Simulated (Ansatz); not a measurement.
Reference: InP (F-43m), PBEsol with spin-orbit coupling, rigid bands (plane waves, PAW; Ansatz, an electronic-structure program); axes and stresses refer to this cell.

```yaml
crystal:
  lattice:
    - [0.00000, 2.93940, 2.93940]
    - [2.93940, 0.00000, 2.93940]
    - [2.93940, 2.93940, 0.00000]
  atoms:
    - { symbol: In, position: [0.00000, 0.00000, 0.00000] }
    - { symbol: P, position: [0.25000, 0.25000, 0.25000] }
```

- hole conductivity mass = 0.56 mₑ
- Seebeck coefficient, p-type 1e19 cm⁻³ = 317 μV/K
- band gap = 0.54 eV

Task: Change: biaxial stress xx = yy = 2 GPa (compression positive). What happens to hole conductivity mass, Seebeck coefficient, p-type 1e19 cm⁻³, band gap?

Result: hole conductivity mass decreases to 0.41 mₑ; Seebeck coefficient, p-type 1e19 cm⁻³ decreases to 279 μV/K; band gap grows to 0.56 eV.

Task: Change: uniaxial stress zz = -2 GPa (compression positive). What happens to hole conductivity mass, Seebeck coefficient, p-type 1e19 cm⁻³, band gap?

Result: hole conductivity mass falls to 0.42 mₑ; Seebeck coefficient, p-type 1e19 cm⁻³ decreases to 283 μV/K; band gap shrinks to 0.41 eV.

Masses are for dilute carriers at 300 K, harmonic means over directions unless an axis is named. Seebeck coefficients are for the stated density at 300 K, with one relaxation time for all states and whether or not that doping can be reached. Stresses and pressures are the targets of the relaxation.  The structure type is held under load, also where the real crystal would transform.
